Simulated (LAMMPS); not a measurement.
System: a melt made from SiC (zinc blende), 1000 atoms, at 2610 K and 0 GPa, brought to that temperature within a few picoseconds.

Method: classical MD, pair style edip/multi, file SiC.edip (LAMMPS).

Q: Give the state found, the coordination number of C by C, the coordination number of C by Si, the enthalpy per atom, the mean frequency of the vibrational (phonon) density of states as this potential yields it.

A: state found: liquid; coordination number of C by C: 1.38 (counted to 1.98 Å); coordination number of C by Si: 2.43 (counted to 2.50 Å); enthalpy per atom: -4.974 ± 0.001 eV/atom; mean frequency of the vibrational (phonon) density of states: 15.4 THz.

Caution: enthalpy drifts during the constant-pressure average: a transition or slow ageing; fluctuation values are void. Caution: at ambient pressure real SiC sublimes or decomposes before or as it melts, so this liquid is the model's. Caution: a run this short can hold a crystal over, or a liquid under, the potential's own melting point, which these runs don't give.
